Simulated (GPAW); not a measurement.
## Equation of state of rock-salt BaS (space group 225): energy against volume (GPAW, LDA)

```xyz
2
Lattice="0.0000 3.0707 3.0707 3.0707 0.0000 3.0707 3.0707 3.0707 0.0000" Properties=species:S:1:pos:R:3 pbc="T T T"
Ba     0.0000     0.0000     0.0000
S      3.0707     3.0707     3.0707
```

Level of theory: LDA (Perdew-Wang 92), GPAW PAW datasets LDA (gpaw-data 1.0.1) (plane waves; GPAW). Settings: mode = pw; ecut = 585 eV; xc = LDA; kpts = 9 9 9; mesh shift (steps) = 0 0 0; occupations.name = fermi-dirac; occupations.width = 0.01 eV; nbands = -8; convergence.density = 1e-05 e/electron; convergence.bands = -6; symmetry.symmorphic = false; symmetry.tolerance = 0.0005; maxiter = 120. The cell above is the first row's. The rows scale it uniformly. In all rows fractional positions and the k mesh are held. E is the free energy at the stated smearing, counted from the lowest row.

```
V (Å^3/atom)  E (meV/atom)
------------  ------------
28.955                   ?
29.585               13.09
30.214                4.18
30.844                0.00
31.473                0.04
32.103                3.86
32.732               11.06
33.361               21.28
33.991               34.21
```

The 8 complete rows are fitted with the third-order Birch-Murnaghan form, a cubic in V^(-2/3), E against V. With u = V^(-2/3) - 0.0998, the rows have u = 0.0047408, 0.0032848, 0.0018763, 0.0005170, -0.0007998, -0.0020722, -0.0033044, -0.0045005. Least squares gives E = 1.099 - 2604.3·u + 1069151·u² + 2884209·u³. Residuals (row less fit): 0.001, -0.003, 0.004, 0.001, -0.004, -0.001, 0.005, -0.002; standard error 0.004 (degrees of freedom: 4). Its minimum lies at u = 0.0012120, so V0 = (0.1010120)^(-3/2) = 31.15. There d²E/du² = 2159000 and d³E/du³ = 1.731e7, so B0 = (4/9) × 31.15^(-7/3) × 2159000 × 0.160218 = 50.4 GPa (the last factor turns the table's units into GPa), and B0' = 4 + (2/3) × 0.1010120 × (1.731e7)/2159000 = 4.5. The program's pressures in the fitted runs (not shown) pass through zero at V = 31.13, 0.07 % from this V0.

**Question.** Predict the withheld E at V = 28.955 from the fit, and compare with the calculation.

**Answer.** u = 0.0062517, so E = 1.099 - 2604.3 × 0.0062517 + 1069151 × 0.0062517² + 2884209 × 0.0062517³ = 27.309 meV/atom. The calculation gives 27.29 meV/atom, 0.019 meV/atom below the prediction (0.1 % of the range of E in the table). The row lies outside the fitted rows, so this is an extrapolation. From the scatter of the fitted rows alone, a prediction at this place has a standard error of 0.013 meV/atom, so the miss is 1.4 times that.

Carrying the step between the two nearest rows on in a straight line would have given 22.01, off by 5.28; series whose last step already gives the withheld value aren't shown. The scan was laid around a cell of about the measured size, scaled by a guess for this functional. The runs keep the symmetry of the cell, so they don't test it for distortions. Spin-orbit coupling is off. Cutoffs and mesh are single choices, not tested for convergence of this quantity. Series with a scatter that would blur these digits, or in which a gap closes, are not shown. Nor are scans whose minimum lies at an end fitted in this form.
